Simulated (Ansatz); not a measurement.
PbTe in the zinc blende structure (space group F-43m, No. 216; a hypothetical phase, not in the database extracts checked)

```xyz
2
Lattice="0.0000 3.6031 3.6031 3.6031 0.0000 3.6031 3.6031 3.6031 0.0000" Properties=species:S:1:pos:R:3 pbc="T T T"
Te     5.4047     5.4047     5.4047
Pb     0.0000     0.0000     0.0000
```

Computed with PBEsol (Ansatz, a first-principles code, PAW, no spin-orbit coupling), earlier PAW set. Settings: 8×8×8 k-points, 0.05 eV Fermi–Dirac smearing.

| Item | Result |
|---|---|
| Volume per atom | 46.78 Å³ |
| Density | 5.94 g/cm³ |
| Band gap | 0.45 eV, indirect, W → X |
| Electron mass | 2.0 mₑ along k, 0.34 mₑ across |
| Lowest conduction-band minima above the VBM | X along ⟨100⟩ 0.45 eV; a point along ⟨110⟩, about 0.2 Å⁻¹ from Γ 1.42 eV |
| Total energy | -9329.468 eV/atom (σ→0; compares only within this code and set-up) |

Spin-orbit coupling, missing from the scalar runs, can matter with Pb and Te. Masses are band curvatures over ±0.01 Å⁻¹ around the edge. Along k means along the line from Γ to the band edge. No phonon test of stability was made.
